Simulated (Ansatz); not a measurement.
A self-consistent single point of Zr2Al3Zn (R3m, 6 atoms in the cell) with Ansatz (a first-principles code).

Computed with LDA (PW92), harder PAW files (source: ansatz) made with PBE (plane waves; Ansatz).

```xyz
6
Lattice="2.6400 1.5242 4.2262 -2.6400 1.5242 4.2262 0.0000 -3.0484 4.2262" Properties=species:S:1:pos:R:3 pbc="T T T"
Zr     0.0000     0.0000     7.9680
Zr     0.0000     0.0000     4.7607
Al    -1.3200     0.7621     2.1131
Al     0.0000    -1.5242     2.1131
Al     1.3200     0.7621     2.1131
Zn     0.0000     0.0000     0.0000
```

Reference input (self-consistent single point, DFT, LDA (PW92), plane waves, default PAW files made with PBE): basis.ecutwfc = 420 eV; kpoints.mp_grid.grid = 6 6 6; hamiltonian.xc = lda; hamiltonian.pseudopotentials = {kind: paw} (the program's default PAW files); scf.occupations.method = gaussian; scf.occupations.width = 0.1 eV. This run's input differs from it in these lines:

Ansatz 0.2 input:
```diff
@@ -14,3 +14,3 @@
 basis:
-  ecutwfc: 420.0
+  ecutwfc: 1800.0
 kpoints:
@@ -19,3 +19,3 @@
   xc: lda
-  pseudopotentials: { kind: paw }
+  pseudopotentials: { kind: paw, source: ansatz }
 scf:
```

The program printed (abridged):

```
SCF iter   1: F=—  HF=-22791.698852 eV  |F-HF|=—  |Δ(HF+E_count)|=         —  Δρ=1.19e-1  dr2=1.41e1  ethr=3.10e-3  ⟨swp⟩=7.0  Hψ=6000  notcnv=0
all-band conjugate gradients solve this SCF's bands
preconditioner: auto → Kerker (q_TF=auto, 2.603 Å⁻¹)
SCF iter   2: F=—  HF=-22789.976782 eV  |F-HF|=—  |Δ(HF+E_count)|=    1.72e0  Δρ=4.32e-2  dr2=3.22e0  ethr=3.10e-3  ⟨swp⟩=2.2  Hψ=3054  notcnv=0  defer=92
   [... lines left out ...]
SCF iter   6: F=—  HF=-22789.112637 eV  |F-HF|=—  |Δ(HF+E_count)|=   1.04e-3  Δρ=3.36e-4  dr2=7.03e-5  ethr=3.71e-6  ⟨swp⟩=2.0  Hψ=1881  notcnv=0  defer=91
SCF iter   7: F=—  HF=-22789.112464 eV  |F-HF|=—  |Δ(HF+E_count)|=   1.73e-4  Δρ=8.20e-5  dr2=6.16e-6  ethr=9.13e-8  ⟨swp⟩=2.0  Hψ=2428  notcnv=0  defer=91
SCF iter   8: F=—  HF=-22789.112462 eV  |F-HF|=—  |Δ(HF+E_count)|=   1.91e-6  Δρ=2.29e-5  dr2=3.94e-7  ethr=8.00e-9  ⟨swp⟩=2.0  Hψ=2428  notcnv=0  defer=91
SCF iter   9: F=-22789.112462 eV  HF=-22789.112462 eV  |F-HF|=1.50e-8  |Δ(HF+E_count)|=   1.02e-7  Δρ=5.00e-6  dr2=2.71e-8  ethr=1.30e-10  ⟨swp⟩=12.8  Hψ=7686  notcnv=0
SCF 1 converged in 9 iterations: F = -22789.112462 eV  dr2 = 2.71e-8
Free energy (F): -22789.112462 eV
Internal energy: -22789.090882 eV  (E = F + TS)
E sigma→0 (E₀):  -22789.101672 eV
Entropy (-TS):   -0.021580 eV (-3.597 meV/atom)
Fermi energy:    12.825470 eV
--- Forces (eV/Å), atoms counted from 1 ---
  atom   1  Zr     0.00000000     0.00000000    -0.42511526
  atom   2  Zr    -0.00000000     0.00000000     0.17250604
  atom   3  Al     0.00884288    -0.00510544     0.07625166
  atom   4  Al     0.00000000     0.01021088     0.07625166
  atom   5  Al    -0.00884288    -0.00510544     0.07625166
  atom   6  Zn     0.00000000     0.00000000     0.02385989
--- Stress (GPa, compression-positive) ---
       -3.395377      -0.000000       0.000000
        0.000000      -3.395377      -0.000000
       -0.000000      -0.000000      -3.495195
  P = ⅓ Tr σ = -3.4286 GPa (-34.286 kbar)
  The stress holds the Pulay correction. Without it, at fixed plane waves, as pw.x and ABINIT print it: P = -3.4301 GPa
```

The run converged in 9 iterations. Against the reference run the pressure hardly changes (-3.37 to -3.43 GPa) and the largest force stays at 0.425 eV/Å.

The starting cell comes from a database of computed structures (which also holds hypothetical and non-ambient phases and stackings), without a prior relaxation at this level. Its lattice was rescaled by up to half a per cent. One atom was moved a little off its site on purpose. Ansatz's pressure includes its estimate of the finite-basis (Pulay) stress.

Cost on one core of a shared machine: roughly 2 min.
